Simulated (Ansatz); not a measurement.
Formation energy of the localised charge states of F on the C site (F_C) in metastable 2H silicon carbide (start: the C site; 96-site cell, 2×2×2 shifted sampling) against the Fermi level, C-rich (Δμ(C) = 0.00 eV, Δμ(F) = -3.81 eV, bounded by SiF4 molecule; only phases computed here count, gases as isolated molecules at 0 K). Method: PBE, PAW (plane waves to 420 eV; Ansatz, an electronic-structure program).

Charges from +3 to −1 were run; one beyond them could lie lower near a band edge.

Set-up: 96-site cell; 2×2×2 shifted k-points; host gap 2.31 eV; charged states image-corrected; corrections pass 1 eV, so highly charged states may be off by several tenths; flagged in the runs: a host whose relaxation on this sampling wasn't shown to rest, a strain field that reaches the edge of the cell.

Left out: charge −1 (level within 0.1 eV of a band edge or past it).

```
E_F − E_VBM (eV)  q = +3  q = +2  q = +1  q = 0
----------------  ------  ------  ------  -----
0.00                2.68    3.27    3.86   5.90
0.29                3.55    3.85    4.15   5.90
0.58                4.41    4.42    4.43   5.90
0.87                5.28    5.00    4.72   5.90
1.15                6.14    5.58    5.01   5.90
1.44                7.01    6.15    5.30   5.90
1.73                7.87    6.73    5.59   5.90
2.02                8.74    7.31    5.88   5.90
2.31                9.61    7.88    6.17   5.90
```

Crossings of the lowest lines: (+3/+2) at 0.59 eV; (+2/+1) at 0.59 eV; (+1/0) at 2.04 eV.
